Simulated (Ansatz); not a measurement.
Results of r²SCAN0 (Ansatz, a quantum-chemistry and plane-wave program, PAW) for BN (model structure, P6₂22, No. 180, 6 atoms in the cell).

Settings: plane-wave cutoff 520 eV, 9×9×4 k mesh (along the axes of the cell as run), Fermi–Dirac smearing 0.01 eV, scalar-relativistic PAW data made under PBE.

Cell (relaxed with PBE-D3(BJ)):

```cif
data_B3N3
_chemical_formula_sum 'B3 N3'
_space_group_name_H-M_alt 'P6222'
_space_group_IT_number 180
_space_group_name_Hall 'P 62 2 (0 0 4)'
_cell_length_a 2.59520
_cell_length_b 2.59520
_cell_length_c 5.79941
_cell_angle_alpha 90.000
_cell_angle_beta 90.000
_cell_angle_gamma 120.000
loop_
_atom_site_label
_atom_site_type_symbol
_atom_site_symmetry_multiplicity
_atom_site_Wyckoff_symbol
_atom_site_fract_x
_atom_site_fract_y
_atom_site_fract_z
_atom_site_occupancy
B1 B 3 d 0.50000 0.00000 0.50000 1
N1 N 3 c 0.50000 0.00000 0.00000 1
```

Give the computed band gap, smallest direct gap on the k points sampled and Γ–Γ gap.


- band gap = 6.10 eV (indirect)
- smallest direct gap on the k points sampled = 9.03 eV
- Γ–Γ gap = 9.44 eV

Note: the relaxation could raise the start's symmetry but not lower it, so the cell can be a saddle point; cell and atoms aren't relaxed at this level (pressure -5.0 GPa).

Static lattice: no zero-point or thermal effects.

A model structure was made by putting elements into a prototype or built by hand; it is no filed structure, need not be a known phase, and can be a saddle point held by its symmetry.
